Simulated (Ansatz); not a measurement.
The parent structure is GaCuSe2 in the chalcopyrite structure (space group I-42d, No. 122; a = 5.508 Å, c = 10.962 Å).

Calculations: LDA (Ansatz, a first-principles code, PAW, no spin-orbit coupling).

Before the change:

* **Pressure**: 0.0 GPa
* **Band gap**: 0.17 eV

Perturbation: the cell is scaled by 1.0150 in all directions; the atoms relax in the strained cell.

Question: Estimate the effect on the pressure, band gap and energy relative to the base.

Answer: The pressure (mean of the normal stresses, compression positive) goes from zero to -3.1 GPa; the band gap becomes zero (base: 0.17 eV); the energy grows by 9.7 meV/atom.

Whether these cells are dynamically stable was not tested. The final runs are not spin-polarised. Gaps under 0.05 eV, about the width of the smearing, are given as zero. A zero or small gap of GaCuSe2 can be the functional's error rather than a property of the material.
